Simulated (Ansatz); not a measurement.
Results of LDA (Ansatz, a first-principles code, plane waves, PAW) for TiC (model structure, started from the NbAs type, I4₁md, No. 109, 4 atoms in the cell).

Run with plane-wave cutoff 520 eV, 28×28×28 k mesh, Fermi–Dirac smearing 0.05 eV, no spin polarisation, scalar-relativistic PAW data made under PBE.

Cell (relaxed at this level):

```
TiC
1.0
   -1.38581     1.38581     5.27551
    1.38581    -1.38581     5.27551
    1.38581     1.38581    -5.27551
Ti C
2 2
Direct
  0.50648   0.50648   0.00000
  0.25648   0.75648   0.50000
  0.90952   0.90952   0.00000
  0.65952   0.15952   0.50000
```

### Question
Give the computed bulk modulus B0.

### Answer

bulk modulus B0: 248 GPa

Note: the bulk modulus is −V dP/dV from two relaxed cells at ±2 % in volume; the relaxation could raise the start's symmetry but not lower it, so the cell can be a saddle point.

Computed values are for the static lattice.

Cost on a shared machine: around 16 core-minutes (rough).

A model structure was made by putting elements into a prototype or built by hand; it is no filed structure, need not be a known phase, and can be a saddle point held by its symmetry.
